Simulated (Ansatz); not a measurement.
Take PbTe in the rock salt structure (space group Fm-3m, No. 225; a = 6.534 Å) as the base. Axes: x, y, z lie along the cube axes.

Calculations: r2SCAN (Ansatz, a program for electronic structure; PAW; 500 eV plane waves; no SOC).

Modification: the cell is stretched by 1.00 % along z with no lateral relaxation, atoms relaxed at fixed cell.

Task: Predict the stress tensor and what it implies for the stiffness.

Result: Stress of the strained cell less that of the base (GPa, compression positive):
```
  -0.06    0.00    0.00
   0.00   -0.06    0.00
   0.00    0.00   -1.07
```

Then −Δσ_ii/ε with ε = 0.0100 gives relaxed-ion elastic constants: C33 ≈ 107 GPa.

Whether these cells are dynamically stable was not tested.
